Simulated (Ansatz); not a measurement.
Consider interstitial La in monoclinic HfO2, charge state +3. The step: one La atom jumps by itself; the atom moves 1.22 Å along (0.22, -0.06, 0.11) of the unit cell; the moving atom starts with neighbours Hf at 2.72; O at 2.19, O at 2.21, O at 2.29, 2 O at 2.32, O at 2.61, O at 2.70 Å and ends with Hf at 2.72; O at 2.19, O at 2.21, O at 2.29, 2 O at 2.32, O at 2.61, O at 2.70 Å. A PBE band in Ansatz (plane-wave PAW, the Γ point alone, 96 host sites, 60 SCF runs with any check of the saddle's order, static, no finite-size correction) gives a forward barrier of 0.43 eV. The check of the saddle point's order was inconclusive, and it lies on a symmetry element of the cell, where a band can be held. The charge state is imposed; whether it is stable for some Fermi level was not computed. Sites that were not tried may lie lower.

Single points at the band's start and saddle point can refine it. Rough cost of one point, in units of the band's mean SCF on the same machine:

| Level | Cost of one point |
|---|---|
| PBE, a 2×2×2 k-point mesh shifted by half a step | about 10 |
| r2SCAN at 500 eV, the Γ point alone | about 2 |

Task: Which of these move the barrier by more than 0.1 eV, and how far does each move it?

Result: Not one does. PBE, a 2×2×2 k-point mesh shifted by half a step: 0.00 eV; r2SCAN at 500 eV, the Γ point alone: +0.04 eV. Each functional is compared with PBE at the same k-points.

Ansatz is a first-principles code.
